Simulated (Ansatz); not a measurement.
# A computed series for MoRu3: response to strain

Base system: MoRu₃ (space group P6_3/mmc, No. 194; a cell from a computed database, its experimental status unchecked).

```
CELL_PARAMETERS angstrom
      5.43328     0.00000     0.00000
     -2.71664     4.70536     0.00000
      0.00000     0.00000     4.31044
ATOMIC_POSITIONS crystal
  Mo 0.66667 0.33333 0.25000
  Mo 0.33333 0.66667 0.75000
  Ru 0.83359 0.16641 0.75000
  Ru 0.16641 0.83359 0.25000
  Ru 0.66718 0.83359 0.25000
  Ru 0.33282 0.16641 0.75000
  Ru 0.83359 0.66718 0.75000
  Ru 0.16641 0.33282 0.25000
```

Cartesian axes are those of the cell as printed.

Strains are applied to the cell and any free atomic positions relax; under biaxial strain the out-of-plane vector relaxes too.

Level of theory: Ansatz (an electronic-structure program) PBEsol, scalar-relativistic without spin-orbit coupling.

Notes on the quantities. pressure: mean of the normal stresses, compression positive.

```tsv
change	pressure	space group	shortest interatomic distance
base	0.0 GPa	P6_3/mmc (No. 194)	2.664 Å
biaxial strain +1.05 %, plane normal [001], relaxed out of plane	-4.3 GPa	P6_3/mmc (No. 194)	2.664 Å
uniaxial strain ε_xx = +3.52 %	___	Cmcm (No. 63)	2.678 Å
tensor shear ε_xz = +1.81 %	0.4 GPa	C2/c (No. 15)	___
```

Q: Complete the table.

A: 
- uniaxial strain ε_xx = +3.52 %, pressure: -10.0 GPa
- tensor shear ε_xz = +1.81 %, shortest interatomic distance: 2.625 Å

Without a gap, meshes like the base's 10×10×11 leave anisotropic stresses uncertain by several tenths of a GPa, and small strain energies with them. Stability against distortions was not tested. The final runs are not spin-polarised.
